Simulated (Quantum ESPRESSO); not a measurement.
A working Quantum ESPRESSO input for Ga₇Ni₃ (Im-3m, 20 atoms in the cell) (DFT, LDA (PZ), plane waves, GBRV 1.5 ultrasoft (LDA) pseudopotentials):

```fortran
&control
 calculation = 'scf'
 outdir = './work'
 pseudo_dir = './'
 tprnfor = .true.
 tstress = .true.
/
&system
 ibrav = 0
 nat = 20
 ntyp = 2
 ecutwfc = 50
 ecutrho = 400
 occupations = 'smearing'
 smearing = 'mp'
 degauss = 0.0073499
/
&electrons
 conv_thr = 1.0d-9
 mixing_beta = 0.4
/
ATOMIC_SPECIES
Ga    69.7230  ga_lda_v1.4.uspp.F.UPF
Ni    58.6934  ni_lda_v1.4.uspp.F.UPF
ATOMIC_POSITIONS crystal
Ga    0.750000000    0.500000000    0.250000000
Ga    0.250000000    0.500000000    0.750000000
Ga    0.500000000    0.250000000    0.750000000
Ga    0.500000000    0.750000000    0.250000000
Ga    0.250000000    0.750000000    0.500000000
Ga    0.750000000    0.250000000    0.500000000
Ga    0.000000000    0.000000000    0.322080000
Ga    0.000000000    0.000000000    0.677920000
Ga    0.000000000    0.677920000    0.000000000
Ga    0.000000000    0.322080000    0.000000000
Ga    0.677920000    0.677920000    0.677920000
Ga    0.322080000    0.322080000    0.322080000
Ga    0.677920000    0.000000000    0.000000000
Ga    0.322080000    0.000000000    0.000000000
Ni    0.350240000    0.000000000    0.350240000
Ni    0.649760000    0.000000000    0.649760000
Ni    0.000000000    0.649760000    0.649760000
Ni    0.000000000    0.350240000    0.350240000
Ni    0.350240000    0.350240000    0.000000000
Ni    0.649760000    0.649760000    0.000000000
K_POINTS automatic
3 3 3  1 1 1
CELL_PARAMETERS angstrom
  -4.181545000     4.181545000     4.181545000
   4.181545000    -4.181545000     4.181545000
   4.181545000     4.181545000    -4.181545000
```

The run converged in 15 iterations: free energy E − TS -107067.8505 eV; Fermi level (on the code's own zero) 13.86 eV; pressure -4.90 GPa; largest force (vector length) 0.047 eV/Å. Each of these slips is then made, one at a time:

(1)
```diff
-CELL_PARAMETERS angstrom
-  -4.181545000     4.181545000     4.181545000
-   4.181545000    -4.181545000     4.181545000
-   4.181545000     4.181545000    -4.181545000
```

(2)
positions typed to 2 decimals

Task: Predict the outcome of each change.

Result: 
(1) No cell vectors for a free lattice. The program stopped before any SCF iteration.
```
Error in routine cell_base_init (1):
ibrav=0: must read cell parameters
```

(2) A symmetry setting or precision that does not fit the structure. The run converged in 14 iterations without an error; against the sound input the free energy is nearly the same (within 1 meV/atom), the pressure moves little (-4.90 to -4.82 GPa) and the largest force goes from 0.047 to 0.177 eV/Å.

The starting cell comes from a database of computed structures (which also holds hypothetical and non-ambient phases and stackings), without a prior relaxation at this level. Spin polarisation is off. In the base run, with a pressure of about -5 GPa the cell is away from its equilibrium volume at this level.

Left out of this page: 3 runs of the series outside the window shown, repeating another row's setting, or not comparable; 1 run of the series stopped by limits of time or memory.
